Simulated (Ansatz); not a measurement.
Results of LDA (Ansatz, a quantum-chemistry and plane-wave program, plane waves, PAW) for hexagonal WC.

Settings: plane-wave cutoff 520 eV, 24×24×20 k mesh (along the axes of the cell as run), Fermi–Dirac smearing 0.05 eV, no spin polarisation, scalar-relativistic PAW data made under PBE.

Shape and atoms are relaxed at each volume.

Pressure at four volumes; x = ln(V/10.127 Å³). One pressure is withheld.

```
V (Å³/atom)        x  P (GPa)
-----------  -------  -------
9.722        -0.0408    18.72
10.127        0.0000     0.00
10.330        0.0198    -8.00
10.533        0.0393        ?
```

Question: Pass a parabola P(x) through the three rows shown, estimate the bulk modulus and its pressure derivative near zero pressure, and predict the withheld pressure.

Answer: Slopes between the rows: (0.00 − (18.72))/(0.0000 − (-0.0408)) = -458.82 and (-8.00 − (0.00))/(0.0198 − (0.0000)) = -404.04 GPa. Their difference over the span 0.0606 is c = 54.78/0.0606 = 904.0 GPa, so P(x) = 18.72 + (-458.82)(x − (-0.0408)) + 904.0 (x − (-0.0408))(x − (0.0000)). At the middle row B = −dP/dx = −[-458.82 + 904.0 × 0.0408] = 421.9 GPa, and B′ = dB/dP = 2c/B = 4.3. At x = 0.0393 the parabola gives -15.19 GPa; the run gives -15.20 GPa. The Birch–Murnaghan fit to the energies at all volumes has B0 = 421 GPa and B′ = 4.2.

Measured, for comparison: bulk modulus 384 ± 0.8 GPa (room temperature, not corrected to a static lattice, adiabatic, ultrasonic, sources range from 377 to 412; as tabulated in Compression behavior of WC and WC-6%Co up to 50 GPa (OSTI 1006718)). Computed less measured: bulk modulus +10 % (+2.2 % to +12 % over the range).

Spin–orbit coupling is not included.
